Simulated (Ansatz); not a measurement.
**TiAl, response to strain**

Base system: TiAl (space group P4/mmm, No. 123; a = 2.8241 Å, c = 4.0748 Å; relaxed with 0.1 eV smearing). Axes: x, y, z lie along a, b, c of the conventional cell.

Strains are applied to the cell and any free atomic positions relax; under biaxial strain the out-of-plane vector relaxes too.

Computed with PBE in Ansatz (plane waves to 420 eV, PAW, scalar-relativistic without spin-orbit coupling).

```tsv
biaxial strain, plane normal [001], relaxed out of plane (%)	out-of-plane strain (%)
-3	2.95
-2.5	2.45
-2	1.96
-1.5	1.47
-1	0.98
-0.5	?
0	0.00
```

**Question.** Fit ε⊥ = −νε + γε² (strains in %) to the rows shown and predict the withheld row.

**Answer.** Least squares on the printed values gives ν = 0.98 (the biaxial Poisson response) and γ = 0.002 (largest residual 0.00 %); this predicts 0.49 %, and the run gives 0.49 %, in agreement.

No phonon test of stability was made. The final runs are not spin-polarised.

Ansatz is a quantum-chemistry and plane-wave program.
